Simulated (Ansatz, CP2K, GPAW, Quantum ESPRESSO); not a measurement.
**YPt (P1, 8 atoms in the cell) computed with different codes at matched settings**

Self-consistent single point, at a second geometry (atoms moved at random). First geometry:

```
YPt
1.0
    7.21111     0.00000     0.00000
    0.00000     4.61931     0.00000
    0.00000     0.00000     5.68205
Y Pt
4 4
Direct
  0.18198   0.25000   0.63963
  0.81802   0.75000   0.36037
  0.31802   0.75000   0.13963
  0.68198   0.25000   0.86037
  0.04284   0.25000   0.15288
  0.95716   0.75000   0.84712
  0.45716   0.75000   0.65288
  0.54284   0.25000   0.34712
```

Second geometry:
```
YPt
1.0
    7.21111     0.00000     0.00000
    0.00000     4.61931     0.00000
    0.00000     0.00000     5.68205
Y Pt
4 4
Cartesian
  1.34241   1.18536   3.70255
  5.83549   3.41101   2.05216
  2.33603   3.40145   0.81998
  4.90843   1.15784   4.86791
  0.24672   1.23007   0.86621
  6.91634   3.47959   4.77700
  3.34811   3.48569   3.71091
  3.91092   1.12623   1.93148
```

Shared settings, as Ansatz (a first-principles code) writes them: kpoints.mp_grid.grid = 3 4 3; scf.occupations.method = gaussian; scf.occupations.width = 0.272 eV. Potentials and cutoffs stand in the table.

```csv
code,model,ΔF from the first geometry (meV/atom),pressure (GPa),largest force (eV/Å),cutoff
Quantum ESPRESSO,"LDA (PZ), GBRV 1.5 ultrasoft (LDA) pseudopotentials",9.8,-12.26,0.452,40 Ry
GPAW,"LDA (Perdew-Wang 92), GPAW PAW datasets LDA (gpaw-data 1.0.1)",9.6,-11.94,0.445,550 eV
CP2K,"LDA (Pade form), GPW, DZVP-MOLOPT-SR-GTH basis, GTH-PADE potentials (GTH_POTENTIALS)",7.8,-16.23,0.363,grid 500 Ry
Ansatz,"LDA (PW92), PAW files made with PBE",9.8,-11.82,0.449,420 eV
```

Size of the force on each atom (eV/Å): Sizes of forces hide their directions.

```json
[
 {"code": "Quantum ESPRESSO", "Y1": "0.356", "Y2": "0.427", "Y3": "0.452", "Y4": "0.262", "Pt5": "0.296", "Pt6": "0.294", "Pt7": "0.185", "Pt8": "0.262"},
 {"code": "GPAW", "Y1": "0.348", "Y2": "0.417", "Y3": "0.445", "Y4": "0.262", "Pt5": "0.288", "Pt6": "0.288", "Pt7": "0.181", "Pt8": "0.257"},
 {"code": "CP2K", "Y1": "0.319", "Y2": "0.348", "Y3": "0.363", "Y4": "0.269", "Pt5": "0.296", "Pt6": "0.316", "Pt7": "0.222", "Pt8": "0.273"},
 {"code": "Ansatz", "Y1": "0.355", "Y2": "0.425", "Y3": "0.449", "Y4": "0.262", "Pt5": "0.292", "Pt6": "0.288", "Pt7": "0.184", "Pt8": "0.257"}
]
```

On Ansatz's run: spin-orbit coupling is off. Spin polarisation is off.

The spread over the programs that give each value: ΔF from the first geometry within 2.0 meV/atom; pressure within 4.41 GPa; largest force within 0.089 eV/Å.

CP2K uses small atom-centred bases, whose incompleteness enters pressures, forces and empty levels differently from a plane-wave cutoff. Ansatz's pressure is given at a fixed set of plane waves, as the other plane-wave codes print theirs. The same LDA comes in different parametrisations, which differ slightly. In the pressure, CP2K (by 4.29) lies more than 1 GPa from the median of the plane-wave programs. In the force vectors, CP2K (by 0.241) lies more than 0.08 eV/Å from the median of the plane-wave programs.

The shared mesh is coarse (it stands for a supercell whose shortest vector is 17 Å), so the values are not converged in it.

The starting cell comes from a database of computed structures (which also holds hypothetical and non-ambient phases and stackings), without a prior relaxation at this level. Its lattice was rescaled by a random factor within 2.5 % of one. For this run, on top of that: atoms moved at random.

Keys are those of Ansatz 0.2.
